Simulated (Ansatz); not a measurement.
The parent structure is CsPbCl3 in the cubic perovskite structure (space group Pm-3m, No. 221; a = 5.521 Å). Axes: x, y, z lie along the cube axes.

All numbers come from Ansatz (a first-principles code), LDA, PAW, cutoff 420 eV, no spin-orbit coupling.

For the base:

```
Item        Value
--------  -------
Band gap  1.53 eV
```

Modification: uniaxial strain ε_zz = +1.20 %, all other strain components held at zero, atoms relaxed at fixed cell.

**Question.** Predict the new stress, energy relative to the base, band gap and electron mass.

**Answer.** The stress (xx, yy, zz, yz, xz, xy; compression positive) amounts to (-0.10, -0.10, -0.79, 0.00, 0.00, 0.00) GPa; the energy grows by 1.0 meV/atom; the band gap is nearly the same (1.53 eV against 1.52 eV); the electron mass is 0.096 mₑ along z, 0.75 mₑ across (at R).

Spin-orbit coupling, missing from the scalar runs, can matter with Pb. Effective masses come from finite differences of ±0.01 Å⁻¹. Whether these cells are dynamically stable was not tested. Many cubic perovskites are stable only at high temperature; tilts and polar distortions were not tested. This is not the structure that CsPbCl3 has at room temperature and ambient pressure.
